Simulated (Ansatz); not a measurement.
SnGeO4 (model structure, started from the HfGeO4 type, I4₁/a, No. 88, 12 atoms in the cell) was calculated with r²SCAN in Ansatz (PAW).

The run printed, among other lines:

```
Crystal: 12 atoms, lattice volume = 124.627 Å³
Basis set: ecut = 560 eV, 3741 PW (Γ), exchange–correlation on 150×150×150 points (27 copies of the dense FFT grid, shifted against one another)
Bands: 64, of which v1, the nominal top of the filled ones, is band 52 counted from 1 (51 counted from 0)
Symmetry: 8 space group operations
Space group: I41/a (ITA 88), of the structure as read, at distance tolerance 5.0e-5 Å
k-points: 144 of 1000
Functional: x = r2scan, c = r2scan; τ floored in thin density (d = 2e-4 eV/Å³)
SCF iter   1: F=—  HF=-25231.428628 eV  |F-HF|=—  |Δ(HF+E_count)|=         —  Δρ=1.22e-2  dr2=1.44e-1  dr2_τ=5.92e-1
SCF iter   2: F=—  HF=-25231.636992 eV  |F-HF|=—  |Δ(HF+E_count)|=   2.08e-1  Δρ=6.85e-3  dr2=3.35e-2  dr2_τ=2.44e-3
  ...
SCF iter   8: F=—  HF=-25231.635697 eV  |F-HF|=—  |Δ(HF+E_count)|=   2.22e-9  Δρ=1.17e-6  dr2=1.56e-9  dr2_τ=1.08e-10
SCF iter   9: F=-25231.635697 eV  HF=-25231.635697 eV  |F-HF|=3.64e-12  |Δ(HF+E_count)|=  4.69e-10  Δρ=3.17e-7  dr2=9.18e-11  dr2_τ=5.79e-12
SCF 1 converged in 9 iterations: F = -25231.635697 eV  dr2 = 9.18e-11
SCF converged after 9 iterations
Free energy (F): -25231.635697 eV
Internal energy: -25231.635697 eV  (E = F + TS)
E sigma→0 (E₀):  -25231.635697 eV
Fermi energy:    10.646853 eV
--- Forces (eV/Å), atoms counted from 1 ---
  atom   1  Sn     0.00000000     0.00000000     0.00000000
  atom   2  Sn    -0.00000000     0.00000000     0.00000000
  atom   3  Ge    -0.00000000     0.00000000     0.00000000
  atom   4  Ge    -0.00000000     0.00000000     0.00000000
  atom   5  O     -0.11445219    -0.12948268    -0.22554922
  atom   6  O      0.12948268    -0.11445219    -0.22554922
  atom   7  O      0.11445219     0.12948268    -0.22554922
  atom   8  O     -0.12948268     0.11445219    -0.22554922
  atom   9  O      0.11445219     0.12948268     0.22554922
  atom  10  O     -0.12948268     0.11445219     0.22554922
  atom  11  O     -0.11445219    -0.12948268     0.22554922
  atom  12  O      0.12948268    -0.11445219     0.22554922
--- Stress (GPa, compression-positive) ---
       -2.218136       0.000005       0.000000
       -0.000005      -2.218136       0.000000
        0.000000      -0.000000      -1.727752
  P = ⅓ Tr σ = -2.0547 GPa (-20.547 kbar)
```

Write an input file that could have produced this run (the log leaves some choices open).

One answer among several that fit: 
Ansatz 0.2 input:
```yaml
crystal:
  lattice:
    - [-2.4103987565, 2.4103987565, 5.3625694316]
    - [2.4103987565, -2.4103987565, 5.3625694316]
    - [2.4103987565, 2.4103987565, -5.3625694316]
  atoms:
    - { symbol: Sn, position: [0.5, 0.5, 0.0] }
    - { symbol: Sn, position: [0.25, 0.75, 0.5] }
    - { symbol: Ge, position: [0.0, 0.0, 0.0] }
    - { symbol: Ge, position: [0.75, 0.25, 0.5] }
    - { symbol: O, position: [0.0970735103, 0.5164170853, 0.9495322289] }
    - { symbol: O, position: [0.2664170853, 0.8168848564, 0.919343575] }
    - { symbol: O, position: [0.5668848564, 0.1475412814, 0.0504677711] }
    - { symbol: O, position: [0.8975412814, 0.3470735103, 0.080656425] }
    - { symbol: O, position: [0.6529264897, 0.7335829147, 0.5504677711] }
    - { symbol: O, position: [0.4835829147, 0.4331151436, 0.580656425] }
    - { symbol: O, position: [0.1831151436, 0.1024587186, 0.4495322289] }
    - { symbol: O, position: [0.8524587186, 0.9029264897, 0.419343575] }
basis:
  ecutwfc: 560
  ecutrho_ratio: 4
  xc_grid: 3
kpoints:
  mp_grid: { grid: [10, 10, 10] }
  band_path:
    path:
      - [0.0, 0.0, 0.0]
      - [0.0, 0.0, 0.055556]
      - [0.0, 0.0, 0.111111]
      - [0.0, 0.0, 0.166667]
      - [0.0, 0.0, 0.222222]
      - [0.0, 0.0, 0.277778]
      - [0.0, 0.0, 0.333333]
      - [0.0, 0.0, 0.388889]
      - [0.0, 0.0, 0.444444]
      - [0.0, 0.0, 0.5]
      - [0.125, 0.125, 0.375]
      - [0.25, 0.25, 0.25]
      - [0.208333, 0.291667, 0.208333]
      - [0.166667, 0.333333, 0.166667]
      - [0.125, 0.375, 0.125]
      - [0.083333, 0.416667, 0.083333]
      - [0.041667, 0.458333, 0.041667]
      - [0.0, 0.5, 0.0]
      - [0.0, 0.416667, 0.0]
      - [0.0, 0.333333, 0.0]
      - [0.0, 0.25, 0.0]
      - [0.0, 0.166667, 0.0]
      - [0.0, 0.083333, 0.0]
      - [0.1, 0.1, -0.1]
      - [0.2, 0.2, -0.2]
      - [0.3, 0.3, -0.3]
      - [0.4, 0.4, -0.4]
      - [0.5, 0.5, -0.5]
      - [0.450127, 0.549873, -0.450127]
      - [0.400255, 0.599745, -0.400255]
      - [0.350382, 0.649618, -0.350382]
      - [0.300509, 0.699491, -0.300509]
      - [-0.300509, 0.300509, 0.300509]
      - [-0.257579, 0.257579, 0.257579]
      - [-0.21465, 0.21465, 0.21465]
      - [-0.17172, 0.17172, 0.17172]
      - [-0.12879, 0.12879, 0.12879]
      - [-0.08586, 0.08586, 0.08586]
      - [-0.04293, 0.04293, 0.04293]
      - [-0.101019, 0.101019, 0.5]
      - [0.5, 0.5, -0.101019]
      - [0.5, 0.5, -0.158016]
      - [0.5, 0.5, -0.215013]
      - [0.5, 0.5, -0.272011]
      - [0.5, 0.5, -0.329008]
      - [0.5, 0.5, -0.386005]
      - [0.5, 0.5, -0.443003]
    npoints: 1
hamiltonian:
  xc: r2scan
  dispersion: none
  pseudopotentials: { kind: paw }
scf:
  occupations: { method: fermi_dirac, width: 0.01 }
  convergence: { dr2_threshold: 0.0000000012 }
output:
  forces: true
  stress: true
  eigenvalues: true
  write_bands: true
```

The PAW data were made under PBE.

Note: the relaxation could raise the start's symmetry but not lower it, so the cell can be a saddle point. Note: cell and atoms aren't relaxed at this level (largest force component 0.23 eV/Å, pressure -2.1 GPa).

A model structure was made by putting elements into a prototype or built by hand; it is no filed structure, need not be a known phase, and can be a saddle point held by its symmetry.

Ansatz is a program for electronic structure.
